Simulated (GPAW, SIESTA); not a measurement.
A GPAW input for a self-consistent single point of CsSbO3 (P1, 5 atoms in the cell) (DFT PBEsol, plane waves, GPAW PAW datasets PBEsol (made by gpaw-setup)):

```python
from ase import Atoms
from ase.units import GPa
from gpaw import GPAW, PW, FermiDirac

atoms = Atoms(['Cs', 'Sb', 'O', 'O', 'O'],
              cell=[[4.215985, 0.000000, 0.000000],
                    [0.000000, 4.215985, 0.000000],
                    [0.000000, 0.000000, 4.215985]],
              scaled_positions=[[-0.005543, -0.005782, -0.008924],
                                [0.516778, 0.494274, 0.517079],
                                [0.510703, 0.504873, -0.000025],
                                [-0.000790, 0.495138, 0.505616],
                                [0.478852, 0.011498, 0.486254]],
              pbc=True)

calc = GPAW(mode=PW(900),
            xc='PBEsol',
            kpts={'size': (8, 8, 8), 'gamma': True},
            occupations=FermiDirac(0.1),
            nbands=-11,
            symmetry={'symmorphic': False, 'tolerance': 0.0005},
            maxiter=120,
            txt='-')

atoms.calc = calc

energy = atoms.get_potential_energy()
print('Energy (eV):', round(energy, 6))
forces = atoms.get_forces()
print('Forces (eV/Ang):')
print(forces.round(5))
stress = atoms.get_stress()
print('Stress (GPa, Voigt):', (stress / GPa).round(4))
```

### Question
Give the SIESTA input for the same structure, mesh, smearing and functional.

### Answer
One input that does it (others would too):

```
# files in the folder: Cs.psml Sb.psml O.psml (PseudoDojo PBEsol standard)
SystemName  CsSbO3
SystemLabel siesta

NumberOfAtoms                5
NumberOfSpecies              3
%block ChemicalSpeciesLabel
  1 55 Cs
  2 51 Sb
  3 8 O
%endblock ChemicalSpeciesLabel
LatticeConstant              4.215985 Ang
%block LatticeVectors
     1.000000000    0.000000000    0.000000000
     0.000000000    1.000000000    0.000000000
     0.000000000    0.000000000    1.000000000
%endblock LatticeVectors
AtomicCoordinatesFormat      Bohr
%block AtomicCoordinatesAndAtomicSpecies
    -0.044161397   -0.046065524   -0.071098017  1
     4.117199780    3.937909129    4.119597864  2
     4.068799909    4.022351967   -0.000199176  3
    -0.006293975    3.944792667    4.028271490  3
     3.815041176    0.091605221    3.874013332  3
%endblock AtomicCoordinatesAndAtomicSpecies

XC.functional                GGA
XC.authors                   PBEsol
PAO.BasisSize                TZP
PAO.EnergyShift              0.01 Ry
MeshCutoff                   300 Ry
%block kgrid.MonkhorstPack
    8   0   0  0.0
    0   8   0  0.0
    0   0   8  0.0
%endblock kgrid.MonkhorstPack
OccupationFunction           FD
ElectronicTemperature        0.1 eV

MaxSCFIterations             150
SCF.Mixer.Method             Pulay
SCF.Mixer.Weight             0.1
SCF.Mixer.History            6
SCF.DM.Tolerance             1.0E-05
Diag.ParallelOverK           true
WriteForces                  true
```

Basis, cutoffs, solver keys and any potentials are the target program's own. This input uses DFT, GGA PBEsol, numerical atomic orbitals TZP, PseudoDojo PBEsol standard norm-conserving potentials (rewritten from UPF to PSML).

The starting cell comes from a database of computed structures (which also holds hypothetical and non-ambient phases and stackings), without a prior relaxation at this level. Its lattice was rescaled by a random factor within 2.5 % of one. For this run, on top of that: atoms moved at random.
